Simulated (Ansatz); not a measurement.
A relaxation of the atoms of InSe (R3m, 4 atoms in the cell) with Ansatz (an electronic-structure program).

Computed with LDA (PW92), default PAW files made with PBE (plane waves; Ansatz).

The change in words: one atom moved by 0.15 angstrom; relax: default → atoms; relax.f_tol: default → 0.001 eV/Å. Reference geometry:
```
InSe
1.0
    2.01323     1.16234     8.56548
   -2.01323     1.16234     8.56548
    0.00000    -2.32468     8.56548
In Se
2 2
Direct
  0.11035   0.11035   0.11035
  0.00183   0.00183   0.00183
  0.61971   0.61971   0.61971
  0.82581   0.82581   0.82581
```

Reference input (self-consistent single point, DFT, LDA (PW92), plane waves, default PAW files made with PBE): basis.ecutwfc = 420 eV; kpoints.mp_grid.grid = 7 7 7; hamiltonian.xc = lda; hamiltonian.pseudopotentials = {kind: paw} (the program's default PAW files); scf.occupations.method = fixed. This run's input differs from it in these lines:

```diff
@@ -6,3 +6,3 @@
   atoms:
-    - { symbol: In, position: [0.11035000, 0.11035000, 0.11035000] }
+    - { symbol: In, position: [0.11618700, 0.11618700, 0.11618700] }
     - { symbol: In, position: [0.00183000, 0.00183000, 0.00183000] }
@@ -19,2 +19,4 @@
   occupations: { method: fixed }
+relax:
+  f_tol: 0.001
 output:
```

Output (repeated stretches shortened):

```
   [... SCF lines of the steps left out ...]
relax step   1: F+E_penalty+E_count = -21682.58230157 eV  Δ(F+E_penalty+E_count) = +0.000e0 eV  max|allowed force component| = 1.473e0 eV/Å  Δτ_max = 0.0000 Å  (7 SCF iters, dr2 threshold 1.00e-7 eV, accepted)
relax step   2: F+E_penalty+E_count = -21682.63298362 eV  Δ(F+E_penalty+E_count) = -5.068e-2 eV  max|allowed force component| = 1.235e0 eV/Å  Δτ_max = 0.1928 Å  (5 SCF iters, dr2 threshold 1.00e-4 eV, accepted)
   [... lines left out ...]
relax step   5: F+E_penalty+E_count = -21682.70506443 eV  Δ(F+E_penalty+E_count) = -1.462e-5 eV  max|allowed force component| = 1.445e-2 eV/Å  Δτ_max = 0.0041 Å  (5 SCF iters, dr2 threshold 1.76e-8 eV, accepted)
relax step   6: F+E_penalty+E_count = -21682.70508288 eV  Δ(F+E_penalty+E_count) = -1.845e-5 eV  max|allowed force component| = 1.876e-4 eV/Å  Δτ_max = 0.0019 Å  (5 SCF iters, dr2 threshold 1.31e-8 eV, accepted)
relax step   7: F+E_penalty+E_count = -21682.70508288 eV  Δ(F+E_penalty+E_count) = -8.367e-10 eV  max|allowed force component| = 1.868e-4 eV/Å  Δτ_max = 0.0000 Å  (2 SCF iters, accepted)
the relaxation is at rest under the 6 symmetry operations that the run kept from its start: a minimum is not shown …
Stability not checked: this state was not tested for a lower state beside it, because too few of the mixer's solves of this state at the end of the SCF gave a …
Free energy (F): -21682.705083 eV
Internal energy: -21682.705083 eV  (E = F + TS)
E sigma→0 (E₀):  -21682.705083 eV
Fermi energy:    6.405572 eV
--- Forces (eV/Å), atoms counted from 1 ---
  atom   1  In     0.00000000    -0.00000000     0.00018689
  atom   2  In     0.00000000    -0.00000000    -0.00010498
   [... lines left out ...]
  atoms:
    - { symbol: In, position: [0.11130466042287857, 0.11130466042287857, 0.11130466042287857] }
    - { symbol: In, position: [0.003791637665080845, 0.003791637665080845, 0.003791637665080845] }
    - { symbol: Se, position: [0.6219565735814985, 0.6219565735814985, 0.6219565735814985] }
    - { symbol: Se, position: [0.8264841283305419, 0.8264841283305419, 0.8264841283305419] }
```

The run converged. 

Summary of the result:
```
Quantity                                                   Value
------------------------------------------------  --------------
Free energy E − TS (on the zero of these files)   -21682.7051 eV
Top of the valence band (on the code's own zero)         6.41 eV
Gap on the k-point mesh                                  0.60 eV
Pressure                                               -1.43 GPa
Relaxation steps                                               7
```

The starting cell comes from a database of computed structures (which also holds hypothetical and non-ambient phases and stackings), without a prior relaxation at this level. Its lattice was rescaled by up to half a per cent. For this run, on top of that: one atom moved by 0.15 angstrom. The relaxation keeps the symmetry of its start, so its end need not be a minimum. Ansatz's pressure includes its estimate of the finite-basis (Pulay) stress.

Cost on one core of a shared machine: roughly 90 s.

Keys are those of Ansatz 0.2.
